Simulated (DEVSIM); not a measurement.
**abrupt GaAs n-p junction**

Device: abrupt GaAs n-p junction, at 300 K.

```csv
layer (left to right),material,thickness (μm),Nd (cm⁻³),Na (cm⁻³),τn (s),τp (s)
1,GaAs,160,1.3e17,-,4.2e-9,4.2e-9
2,GaAs,120,-,7.2e15,4.2e-9,4.2e-9
```

Left contact: ohmic. Right contact: ohmic. Voltage is applied to the left contact. Recombination: SRH at mid-gap, Auger. Mobility is μmin + (μ − μmin)/(1 + (N/Nref)^α).

Constants are typed, rounded textbook-type inputs, not results; the design itself was drawn at random and stands for no fabricated device. Values at 300 K.

| parameter | GaAs |
|---|---|
| gap (eV) | 1.424 |
| affinity (eV) | 4.07 |
| permittivity | 12.9 |
| Nc (cm⁻³) | 4.7e17 |
| Nv (cm⁻³) | 9e18 |
| μn (cm²/Vs) | 8500 |
| μp (cm²/Vs) | 400 |
| μn,min | 500 |
| μp,min | 20 |
| Nref,n | 6e16 |
| Nref,p | 1.5e17 |
| αn | 0.39 |
| αp | 0.38 |
| Cn (cm⁶/s) | 1e-30 |
| Cp (cm⁶/s) | 1e-30 |

DEVSIM, 1D drift-diffusion, Boltzmann statistics, complete ionisation; no tunnelling, impact ionisation, image-force lowering or self-heating.

The potential step across the device at zero bias comes out as 1.206 V and the largest field in the device at zero bias is 47000 V/cm. The dark forward voltage at 1 A/cm² comes out as 1.024 V.

Dark forward current:

(V (V), J (A/cm²)): (-0.05, -2.0e-10); (-0.20, -5.5e-9); (-0.35, -1.1e-7); (-0.50, -2.3e-6); (-0.60, -1.8e-5); (-0.75, -0.00048); (-0.90, -0.037); (-1.05, -1.6); (-1.20, -5.4); (-1.35, -9.8); (-1.45, -13); (-1.60, -18); (-1.75, -23); (-1.90, -28)

Small-signal capacitance in reverse bias (quasi-static):

```json
[
 {"V (V)": "0.04", "C (nF/cm²)": "22.9"},
 {"V (V)": "0.1", "C (nF/cm²)": "22.3"},
 {"V (V)": "0.2", "C (nF/cm²)": "21.5"},
 {"V (V)": "0.3", "C (nF/cm²)": "20.7"},
 {"V (V)": "0.4", "C (nF/cm²)": "20.0"},
 {"V (V)": "0.6", "C (nF/cm²)": "18.9"},
 {"V (V)": "0.8", "C (nF/cm²)": "17.9"},
 {"V (V)": "1", "C (nF/cm²)": "17.0"},
 {"V (V)": "1.3", "C (nF/cm²)": "15.9"},
 {"V (V)": "1.6", "C (nF/cm²)": "15.1"},
 {"V (V)": "2", "C (nF/cm²)": "14.1"}
]
```
